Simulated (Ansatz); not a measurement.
Functionals compared on the (21-32) surface of hcp Zn in its 1x1 cell, outermost plane spacing 0.27 Å in the ideal cut (one of several cuts of this face), in Ansatz (plane waves, PAW). The structure was relaxed with PBE; the other rows are single points on it, each with its references at the same level. Cutoff 420 eV (500 eV for r2SCAN).

Slab: 26 atoms, 10.1 Å thick at the start (thin: gaps and levels are the slab's own); k 7x6x1, smearing 0.1 eV, dipole-corrected; all atoms relaxed; held to the start's symmetry, so lower structures may exist; no spin, no spin-orbit, no U. These notes are the PBE run's.

```json
[
 {"functional": "PBE", "surface energy (J/m²)": "0.84", "work function of the top face (eV)": "4.13", "rough cost of the single point": "–"},
 {"functional": "LDA", "surface energy (J/m²)": "1.18", "work function of the top face (eV)": "4.43", "rough cost of the single point": "very roughly 5 core-minutes"},
 {"functional": "PBEsol", "surface energy (J/m²)": "1.10", "work function of the top face (eV)": "4.22", "rough cost of the single point": "very roughly 5 core-minutes"},
 {"functional": "RPBE", "surface energy (J/m²)": "?", "work function of the top face (eV)": "?", "rough cost of the single point": "around 5 core-minutes (rough)"},
 {"functional": "r2SCAN", "surface energy (J/m²)": "1.06", "work function of the top face (eV)": "4.21", "rough cost of the single point": "about 11 core-minutes (a rough figure)"}
]
```

What belongs in the gaps?


- RPBE, surface energy (J/m²): 0.68
- RPBE, work function of the top face (eV): 3.98

Ansatz is an electronic-structure program.
